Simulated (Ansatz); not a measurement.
Start from SiC (space group P6_3mc, No. 186; a = 3.078 Å, c = 10.076 Å).

Structures relaxed with PBEsol (Ansatz, a program for electronic structure), no spin-orbit coupling.

Base:

Simulated powder pattern, Mo Kα, λ = 0.71073 Å (kinematic, ideal powder, no thermal factors, no anomalous dispersion; the 10 strongest lines at most, above 2 %, up to 2θ = 40°):

```tsv
2θ (°)	I/Imax (%)	hkl
15.32	24	(100)
15.85	99	(101)
16.22	66	(004)
17.35	100	(102)
19.60	19	(103)
25.54	29	(105)
26.70	69	(110)
28.97	54	(106)
31.40	55	(114)
39.80	19	(206)
```

After one change:

Simulated powder pattern, Mo Kα, λ = 0.71073 Å (kinematic, ideal powder, no thermal factors, no anomalous dispersion; the 10 strongest lines at most, above 2 %, up to 2θ = 40°):

```tsv
2θ (°)	I/Imax (%)
15.39	24
15.92	98
16.29	66
17.43	100
19.69	19
25.66	29
26.82	69
29.10	54
31.54	54
39.98	19
```

Problem. Name the change that was made.
(A) pressure 50 GPa
(B) pressure 15 GPa
(C) pressure 3 GPa
(D) pressure 7 GPa

Solution. C, pressure 3 GPa. Its volume per atom is 10.20 Å³ against 10.33 Å³, and its space group is P6_3mc (No. 186).

Load acts through the strain it causes; cell and atoms are relaxed under it. Stability against distortions was not tested. No other phases were tried under pressure.
